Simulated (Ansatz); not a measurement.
A computed series for TiB2: response to strain

The parent structure is TiB₂ (space group P6/mmm, No. 191).

```
TiB2
1.0
    3.01738     0.00000     0.00000
   -1.50869     2.61313     0.00000
    0.00000     0.00000     3.18507
Ti B
1 2
Direct
  0.00000   0.00000   0.00000
  0.66667   0.33333   0.50000
  0.33333   0.66667   0.50000
```

Cartesian axes are those of the cell as printed.

Strains are applied to the cell and any free atomic positions relax.

Method: PBEsol in Ansatz (plane waves to 420 eV, PAW, no spin-orbit coupling).

Notes on the quantities. pressure: mean of the normal stresses, compression positive; energy relative to the base: free energy F.

| case | pressure | energy relative to the base | volume per atom |
|---|---|---|---|
| base | 0.0 GPa | 0 meV/atom | 8.37 Å³ |
| uniaxial strain ε_zz = −2.50 % | 6.2 GPa | +8.0 meV/atom | 8.16 Å³ |
| uniaxial strain ε_zz = −2.00 % | 4.9 GPa | +5.0 meV/atom | 8.20 Å³ |
| uniaxial strain ε_zz = −1.50 % | 3.6 GPa | +2.8 meV/atom | 8.25 Å³ |
| uniaxial strain ε_zz = −0.50 % | 1.2 GPa | +0.3 meV/atom | 8.33 Å³ |
| uniaxial strain ε_zz = +0.50 % | -1.1 GPa | +0.3 meV/atom | 8.41 Å³ |
| uniaxial strain ε_zz = +1.50 % | -3.3 GPa | +2.7 meV/atom | 8.50 Å³ |
| uniaxial strain ε_zz = +2.00 % | -4.4 GPa | +4.8 meV/atom | 8.54 Å³ |
| uniaxial strain ε_zz = +2.50 % | ___ | ___ | 8.58 Å³ |
| uniaxial strain ε_zz = +3.00 % | -6.4 GPa | +11 meV/atom | 8.62 Å³ |

Q: Complete the table.

A: 
- uniaxial strain ε_zz = +2.50 %, pressure: -5.4 GPa
- uniaxial strain ε_zz = +2.50 %, energy relative to the base: +7.4 meV/atom

The mesh was chosen for an insulator and is coarse for the gapless case. Without a gap, meshes like the base's 13×13×10 leave anisotropic stresses uncertain by several tenths of a GPa, and small strain energies with them. No phonon test of stability was made. All final runs are without spin polarisation.

Ansatz is a first-principles code.
